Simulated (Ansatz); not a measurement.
System: GaP (model structure, started from the BeO type, P4₂/mnm, No. 136, 8 atoms in the cell). Method: r²SCAN+rVV10 in Ansatz (plane waves, PAW).

Input:

Ansatz 0.2 input:
```yaml
crystal:
  lattice:
    - [6.6331872652, 0.0, 0.0]
    - [0.0, 6.6331872652, 0.0]
    - [0.0, 0.0, 3.8505653321]
  atoms:
    - { symbol: Ga, position: [0.3242728032, 0.6757271968, 0.0] }
    - { symbol: Ga, position: [0.6757271968, 0.3242728032, 0.0] }
    - { symbol: Ga, position: [0.8242728032, 0.8242728032, 0.5] }
    - { symbol: Ga, position: [0.1757271968, 0.1757271968, 0.5] }
    - { symbol: P, position: [0.3165577007, 0.3165577007, 0.0] }
    - { symbol: P, position: [0.6834422993, 0.6834422993, 0.0] }
    - { symbol: P, position: [0.1834422993, 0.8165577007, 0.5] }
    - { symbol: P, position: [0.8165577007, 0.1834422993, 0.5] }
basis:
  ecutwfc: 560
  ecutrho_ratio: 4
  xc_grid: 3
kpoints:
  mp_grid: { grid: [6, 6, 10] }
  band_path:
    path:
      - [0.0, 0.0, 0.0]
      - [0.0, 0.125, 0.0]
      - [0.0, 0.25, 0.0]
      - [0.0, 0.375, 0.0]
      - [0.0, 0.5, 0.0]
      - [0.125, 0.5, 0.0]
      - [0.25, 0.5, 0.0]
      - [0.375, 0.5, 0.0]
      - [0.5, 0.5, 0.0]
      - [0.416667, 0.416667, 0.0]
      - [0.333333, 0.333333, 0.0]
      - [0.25, 0.25, 0.0]
      - [0.166667, 0.166667, 0.0]
      - [0.083333, 0.083333, 0.0]
      - [0.0, 0.0, 0.0625]
      - [0.0, 0.0, 0.125]
      - [0.0, 0.0, 0.1875]
      - [0.0, 0.0, 0.25]
      - [0.0, 0.0, 0.3125]
      - [0.0, 0.0, 0.375]
      - [0.0, 0.0, 0.4375]
      - [0.0, 0.0, 0.5]
      - [0.0, 0.125, 0.5]
      - [0.0, 0.25, 0.5]
      - [0.0, 0.375, 0.5]
      - [0.0, 0.5, 0.5]
      - [0.125, 0.5, 0.5]
      - [0.25, 0.5, 0.5]
      - [0.375, 0.5, 0.5]
      - [0.5, 0.5, 0.5]
      - [0.416667, 0.416667, 0.5]
      - [0.333333, 0.333333, 0.5]
      - [0.25, 0.25, 0.5]
      - [0.166667, 0.166667, 0.5]
      - [0.083333, 0.083333, 0.5]
      - [0.0, 0.5, 0.0625]
      - [0.0, 0.5, 0.125]
      - [0.0, 0.5, 0.1875]
      - [0.0, 0.5, 0.25]
      - [0.0, 0.5, 0.3125]
      - [0.0, 0.5, 0.375]
      - [0.0, 0.5, 0.4375]
      - [0.5, 0.5, 0.0625]
      - [0.5, 0.5, 0.125]
      - [0.5, 0.5, 0.1875]
      - [0.5, 0.5, 0.25]
      - [0.5, 0.5, 0.3125]
      - [0.5, 0.5, 0.375]
      - [0.5, 0.5, 0.4375]
    npoints: 1
hamiltonian:
  xc: r2scan
  dispersion: rvv10
  pseudopotentials: { kind: paw }
scf:
  occupations: { method: fermi_dirac, width: 0.01 }
  convergence: { dr2_threshold: 0.0000000008 }
output:
  forces: true
  stress: true
  eigenvalues: true
  write_bands: true
```

The run printed, among other lines:

```
Crystal: 8 atoms, lattice volume = 169.422 Å³
Basis set: ecut = 560 eV, 5131 PW (Γ), exchange–correlation on 162×162×90 points (27 copies of the dense FFT grid, shifted against one another)
Bands: 44, of which v1, the nominal top of the filled ones, is band 36 counted from 1 (35 counted from 0)
Symmetry: 16 space group operations
Space group: P42/mnm (ITA 136), of the structure as read, at distance tolerance 5.5e-5 Å
k-points: 60 of 360
Functional: x = r2scan, c = r2scan + rvv10(b = 11.95, C = 0.0093); τ floored in thin density (d = 2e-4 eV/Å³)
SCF iter   1: F=—  HF=-18194.384535 eV  |F-HF|=—  |Δ(HF+E_count)|=         —  Δρ=8.47e-3  dr2=7.87e-2  dr2_τ=2.94e-2
SCF iter   2: F=—  HF=-18194.424216 eV  |F-HF|=—  |Δ(HF+E_count)|=   3.97e-2  Δρ=2.27e-3  dr2=5.63e-3  dr2_τ=4.13e-4
  ...
SCF iter   7: F=—  HF=-18194.422852 eV  |F-HF|=—  |Δ(HF+E_count)|=   4.83e-5  Δρ=1.80e-6  dr2=4.71e-9  dr2_τ=1.76e-10
SCF iter   8: F=-18194.422852 eV  HF=-18194.422852 eV  |F-HF|=1.82e-11  |Δ(HF+E_count)|=   1.43e-9  Δρ=3.45e-7  dr2=1.87e-10  dr2_τ=4.01e-12
SCF 1 converged in 8 iterations: F = -18194.422852 eV  dr2 = 1.87e-10
SCF converged after 8 iterations
Free energy (F): -18194.422852 eV
Internal energy: -18194.422852 eV  (E = F + TS)
E sigma→0 (E₀):  -18194.422852 eV
Fermi energy:    7.090776 eV
--- Stress (GPa, compression-positive) ---
       -0.001528       0.000000       0.000000
        0.000000      -0.001528       0.000000
        0.000000       0.000000       0.001418
  P = ⅓ Tr σ = -0.0005 GPa (-0.005 kbar)
```

The PAW data were made under PBE.

Note: the relaxation could raise the start's symmetry but not lower it, so the cell can be a saddle point.

A model structure was made by putting elements into a prototype or built by hand; it is no filed structure, need not be a known phase, and can be a saddle point held by its symmetry.

Ansatz is a quantum-chemistry and plane-wave program.
